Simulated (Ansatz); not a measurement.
Input:

End structure of the (20-21) surface of hcp Cd in its 1x1 cell, outermost plane spacing 0.21 Å in the ideal cut:

```
CELL_PARAMETERS angstrom
      3.03503     0.00000     0.00000
     -1.51751    11.72364     0.00000
      0.00000     0.00000    26.50000
ATOMIC_POSITIONS crystal
  Cd 0.57541 0.15107 0.32340
  Cd 0.96825 0.93692 0.29429
  Cd 0.79262 0.58556 0.36077
  Cd 0.18475 0.36968 0.34100
  Cd 0.01362 0.02727 0.41899
  Cd 0.40241 0.80527 0.37678
  Cd 0.25191 0.50401 0.46000
  Cd 0.63244 0.26499 0.43876
  Cd 0.49751 0.99472 0.52074
  Cd 0.87682 0.75396 0.47926
  Cd 0.74190 0.48369 0.56124
  Cd 0.12243 0.24467 0.54000
  Cd 0.97193 0.94341 0.62322
  Cd 0.36072 0.72141 0.58101
  Cd 0.18958 0.37900 0.65900
  Cd 0.58172 0.16311 0.63923
  Cd 0.40609 0.81176 0.70571
  Cd 0.79893 0.59761 0.67660
```

Set-up: 18 atoms, 10.5 Å thick at the start (thin: gaps and levels are the slab's own); mesh 12x4x1; 0.1 eV smearing; dipole correction on; single point; on the structure that PBE left under its start's symmetry; no spin, no spin-orbit, no U.

Task: What is the computed work function of the top face (r2SCAN, at the PBE geometry in Ansatz, a first-principles code)?

Result: 3.97 eV

Task: What is the computed surface energy (mean of both faces) (r2SCAN, at the PBE geometry)?

Result: 0.44 J/m^2
